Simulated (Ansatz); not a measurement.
A computed series for hypothetical Pm-3m TaN: pressure series

The parent structure is TaN (space group Pm-3m, No. 221; a hypothetical phase, not in the database extracts checked).

```xyz
6
Lattice="4.2132 0.0000 0.0000 0.0000 4.2132 0.0000 0.0000 0.0000 4.2132" Properties=species:S:1:pos:R:3 pbc="T T T"
Ta     0.0000     2.1066     2.1066
Ta     2.1066     0.0000     2.1066
Ta     2.1066     2.1066     0.0000
N      2.1066     0.0000     0.0000
N      0.0000     2.1066     0.0000
N      0.0000     0.0000     2.1066
```

Cell and atoms are relaxed at each pressure.

Level of theory: PBEsol in Ansatz (plane waves to 420 eV, PAW, without spin-orbit coupling).

Notes on the quantities. enthalpy: H = E + PV relative to the base's energy.

```json
[
 {"variant": "base", "lattice parameter a": "4.213 Å", "enthalpy": "–"},
 {"variant": "pressure −2 GPa", "lattice parameter a": "[?]", "enthalpy": "-0.16 eV/atom"},
 {"variant": "pressure −1 GPa", "lattice parameter a": "4.218 Å", "enthalpy": "-0.08 eV/atom"},
 {"variant": "pressure 0.3 GPa", "lattice parameter a": "4.212 Å", "enthalpy": "+0.02 eV/atom"},
 {"variant": "pressure 0.7 GPa", "lattice parameter a": "[?]", "enthalpy": "+0.05 eV/atom"},
 {"variant": "pressure 1.5 GPa", "lattice parameter a": "4.206 Å", "enthalpy": "+0.12 eV/atom"},
 {"variant": "pressure 3 GPa", "lattice parameter a": "4.199 Å", "enthalpy": "+0.23 eV/atom"},
 {"variant": "pressure 5 GPa", "lattice parameter a": "4.190 Å", "enthalpy": "+0.39 eV/atom"},
 {"variant": "pressure 7.5 GPa", "lattice parameter a": "4.179 Å", "enthalpy": "+0.58 eV/atom"},
 {"variant": "pressure 10 GPa", "lattice parameter a": "4.169 Å", "enthalpy": "+0.77 eV/atom"}
]
```

Q: Some entries are withheld; estimate them.

A: 
- pressure −2 GPa, lattice parameter a: 4.223 Å
- pressure 0.7 GPa, lattice parameter a: 4.210 Å

Load acts through the strain it causes; cell and atoms are relaxed under it. Whether these cells are dynamically stable was not tested. No other phases were tried under pressure. All final runs are without spin polarisation.

Ansatz is a program for electronic structure.
